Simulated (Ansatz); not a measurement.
La2O3 (within 0.1 Å of P-3m1, No. 164, 15 atoms in the cell; start mp-557691) was calculated with LDA (Ansatz, a first-principles code, plane waves, PAW).

Numerical settings: plane-wave cutoff 520 eV, 10×10×4 k mesh (along the axes of the cell as run), Fermi–Dirac smearing 0.01 eV, scalar-relativistic PAW data made under PBE.

Cell (relaxed at this level):

```cif
data_La6O9
_chemical_formula_sum 'La6 O9'
_space_group_name_H-M_alt 'P 1'
_space_group_IT_number 1
_cell_length_a 7.10547
_cell_length_b 7.10547
_cell_length_c 8.97996
_cell_angle_alpha 101.566
_cell_angle_beta 101.566
_cell_angle_gamma 31.713
loop_
_space_group_symop_operation_xyz
  'x, y, z'
loop_
_atom_site_label
_atom_site_type_symbol
_atom_site_fract_x
_atom_site_fract_y
_atom_site_fract_z
_atom_site_occupancy
La1 La 0.30758 0.30758 0.85911 1
La2 La 0.69242 0.69242 0.14089 1
La3 La 0.64090 0.64090 0.52572 1
La4 La 0.35910 0.35910 0.47428 1
La5 La 0.02579 0.02579 0.80755 1
La6 La 0.97421 0.97421 0.19245 1
O1 O 0.16002 0.16002 0.67331 1
O2 O 0.83998 0.83998 0.32669 1
O3 O 0.16660 0.16660 0.33328 1
O4 O 0.83340 0.83340 0.66672 1
O5 O 0.50672 0.50672 0.65996 1
O6 O 0.49328 0.49328 0.34004 1
O7 O 0.17336 0.17336 0.99329 1
O8 O 0.82664 0.82664 0.00671 1
O9 O 0.50000 0.50000 0.00000 1
```

Estimate the band gap, smallest direct gap on the k points sampled and Γ–Γ gap that the calculation returns.


- band gap: 3.73 eV
- smallest direct gap on the k points sampled: 3.81 eV
- Γ–Γ gap: 4.34 eV

Spin–orbit coupling is not included.

Static lattice: no zero-point or thermal effects.

The result took very roughly 2.1 core-minutes.

A start named mp-… is a Materials Project structure, which need not be a measured phase.
